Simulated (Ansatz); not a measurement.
## Al, pressure series

Base system: Al in the fcc (Cu type) structure (space group Fm-3m, No. 225; a = 4.040 Å).

Cell and atoms are relaxed at each pressure.

All numbers come from Kohn–Sham DFT with the PBE functional, run in Ansatz (an electronic-structure program) with PAW and 420 eV plane waves, spin-orbit coupling left out, earlier PAW set.

Notes on the quantities. enthalpy: H = E + PV relative to the base's energy.

```tsv
variant	shortest interatomic distance	enthalpy	density
base	285.7 pm	–	2.72 g/cm³
pressure −2 GPa	288.3 pm	-0.21 eV/atom	2.64 g/cm³
pressure −1 GPa	287.0 pm	-0.10 eV/atom	2.68 g/cm³
pressure 1.8 GPa	283.6 pm	+0.18 eV/atom	2.78 g/cm³
pressure 4.2 GPa	281.1 pm	+0.42 eV/atom	2.85 g/cm³
pressure 9 GPa	276.8 pm	+0.88 eV/atom	2.99 g/cm³
pressure 18 GPa	270.7 pm	+1.69 eV/atom	3.19 g/cm³
pressure 30 GPa	264.6 pm	+2.71 eV/atom	3.42 g/cm³
pressure 45 GPa	258.6 pm	+3.89 eV/atom	3.66 g/cm³
pressure 60 GPa	253.9 pm	+5.00 eV/atom	3.87 g/cm³
```

Load acts through the strain it causes; cell and atoms are relaxed under it. Stability against distortions was not tested. No other phases were tried under pressure.
